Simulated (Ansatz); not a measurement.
System: BP (model structure, started from the WC type, P-6m2, No. 187, 2 atoms in the cell). Method: r²SCAN in Ansatz (plane waves, PAW).

Settings: plane-wave cutoff 560 eV, 24×24×20 k mesh (along the axes of the cell as run), Fermi–Dirac smearing 0.05 eV, scalar-relativistic PAW data made under PBE.

Cell (relaxed at this level):

Space group P-6m2 (No. 187); a = 3.024 Å, b = 3.024 Å, c = 2.626 Å, α = 90.00°, β = 90.00°, γ = 120.00°

| atom | site | symmetry | x | y | z |
|---|---|---|---|---|---|
| B | 1a | -6m2 | 0.0000 | 0.0000 | 0.0000 |
| P | 1f | -6m2 | 0.6667 | 0.3333 | 0.5000 |

**Question.** Give the computed bulk modulus.

**Answer.** 
* **bulk modulus**: 146 GPa

The run finds no gap.

Note: the bulk modulus is −V dP/dV from two relaxed cells at ±2 % in volume; the relaxation could raise the start's symmetry but not lower it, so the cell can be a saddle point.

The computed numbers hold no vibrational or temperature effects.

A model structure was made by putting elements into a prototype or built by hand; it is no filed structure, need not be a known phase, and can be a saddle point held by its symmetry.

Ansatz is an electronic-structure program.
